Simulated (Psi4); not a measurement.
Psi4 1.11, PBE/def2-svp: Mg(Br)(amdMe) (CC1[N](C)[Mg]([Br])<-[N]=1C), 17 atoms. The geometry is a generated start, not checked to be a minimum at this level.

```
Quantity                              Value
--------------------------  ---------------
task                                 energy
method                                  pbe
basis                              def2-svp
memory                                 3 GB
maxiter                                 100
keys of the molecule block      symmetry c1
scf_type                       df (default)
e_convergence               1e-06 (default)
d_convergence               1e-06 (default)
dft_radial_points              75 (default)
dft_spherical_points          302 (default)
basis functions                         179
grid points                          358970
```

```xyz
17

Mg     1.6702    -0.8482     1.2885
Br     2.4210    -2.0085     3.1594
C     -1.1096     0.5899    -0.9023
C     -0.0013     0.0320    -0.0541
N      0.5534     0.7183     0.9193
C      0.1548     2.0627     1.2339
N      0.4932    -1.1699    -0.2450
C      0.0314    -2.0309    -1.2987
H     -1.7574    -0.2059    -1.2606
H     -0.6818     1.1026    -1.7633
H     -1.7054     1.3017    -0.3370
H      0.8202     2.4443     2.0127
H      0.2285     2.7211     0.3601
H     -0.8734     2.1043     1.6193
H      0.6610    -2.9212    -1.3133
H     -1.0077    -2.3512    -1.1395
H      0.1030    -1.5412    -2.2794
```

With the defaults (diis = true, scf_initial_accelerator = adiis, damping_percentage = 0, diis_start = 1, guess = auto, which took SAD, soscf = false, soscf_start_convergence = 0.01, diis_max_vecs = 10, level_shift = 0, level_shift_cutoff = 0.01) it converges in 11 SCF iterations. One run each on 2 threads, with these changes:
- guess = huckel
- diis = false, scf_initial_accelerator = none, damping_percentage = 60
- level_shift = 0.5, level_shift_cutoff = 0.001
- diis_max_vecs = 6
- guess = gwh
- diis_max_vecs = 20
- diis_start = 4
- soscf = true, soscf_start_convergence = 0.1
- guess = sadno

Problem. Which of these changes keep the SCF from converging, or lead it to another solution?

Solution. No convergence: diis = false, scf_initial_accelerator = none, damping_percentage = 60 (the run ends without SCF convergence in 100 iterations). The rest reach the solution of the defaults.

```
setting                                                                SCF iterations  JK calls             end
---------------------------------------------------------------------  --------------  --------  --------------
soscf = true, soscf_start_convergence = 0.1                                         8        34   same solution
level_shift = 0.5, level_shift_cutoff = 0.001                                       9        10   same solution
the defaults                                                                       11        12   same solution
diis_max_vecs = 6                                                                  11        12   same solution
diis_max_vecs = 20                                                                 11        12   same solution
guess = huckel                                                                     12        41   same solution
guess = sadno                                                                      12        12   same solution
guess = gwh                                                                        18        18   same solution
diis_start = 4                                                                     21        22   same solution
diis = false, scf_initial_accelerator = none, damping_percentage = 60             100       101  no convergence
```

An SOSCF iteration holds several JK calls; a Hückel guess adds calls on atoms. 1 further run of the study ended by our limits or in an error and is left out.
